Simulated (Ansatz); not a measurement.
The reference is Si in the diamond structure (space group Fd-3m, No. 227).

```xyz
2
Lattice="0.0000 2.7010 2.7010 2.7010 0.0000 2.7010 2.7010 2.7010 0.0000" Properties=species:S:1:pos:R:3 pbc="T T T"
Si     0.0000     0.0000     0.0000
Si     1.3505     1.3505     1.3505
```

Cartesian axes are those of the cell as printed.

Computed with DFT with LDA, PAW potentials and a 420 eV plane-wave cutoff in Ansatz (an electronic-structure program), scalar-relativistic without spin-orbit coupling.

Base values:

The smallest direct gap is 2.53 eV.

One thing is altered: tensile biaxial strain of 2.00 % in the plane normal to [001], as in epitaxy on a mismatched substrate; the out-of-plane cell vector and the atoms relax.

Question: Estimate the effect on the in-plane stress.

Answer: The mean in-plane stress (compression positive) amounts to -3.3 GPa.

Question: What does the calculation give for the smallest direct gap after the change?

Answer: The smallest direct gap drops by 0.25 eV, from 2.53 eV to 2.28 eV.

Question: Predict the new out-of-plane strain.

Answer: The out-of-plane strain is -1.63 %.

Whether these cells are dynamically stable was not tested. A zero or small gap of Si under biaxial strain +2.00 %, plane normal [001], relaxed out of plane can be the functional's error rather than a property of the material.
